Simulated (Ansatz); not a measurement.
Native point defects in zinc-blende BN, N-rich limit (Δμ(B) = -2.35 eV, Δμ(N) = 0.00 eV), Fermi level 2.20 eV above the valence-band maximum.

Method: PBE, PAW (plane waves to 420 eV; Ansatz, a first-principles code). Set-up: 64-site cell; 2×2×2 shifted k-points; host gap 4.46 eV; charged states image-corrected; corrections pass 1 eV, so highly charged states may be off by several tenths; flagged in the runs: for some of the defects a doubtful potential alignment, a strain field that reaches the edge of the cell.

| defect | charge | E_f at the VBM (eV) |
|---|---|---|
| N vacancy (broken-bond start) | +1 | 3.81 |
| N vacancy (broken-bond start) | 0 | 7.56 |
| B interstitial | +3 | 7.59 |
| B interstitial | +2 | 9.60 |
| B interstitial | +1 | 10.28 |
| B interstitial | 0 | 13.83 |
| N interstitial started as a split pair with N | +1 | 7.99 |
| N interstitial started as a split pair with N | 0 | 9.03 |
| N interstitial started as a split pair with N | −1 | 11.66 |

### Question
Which of these defects is cheapest at this Fermi level, each in its lowest charge state (E_f = E_f(VBM) + q E_F)?

### Answer
N vacancy (broken-bond start): q = +1, 3.81 + (+1)(2.2) = 6.01 eV; N interstitial started as a split pair with N: q = 0, 9.03 + (0)(2.2) = 9.03 eV; B interstitial: q = +1, 10.28 + (+1)(2.2) = 12.48 eV. Not listed: B on the N site, B vacancy, N vacancy. The cheapest of those listed is N vacancy (broken-bond start).
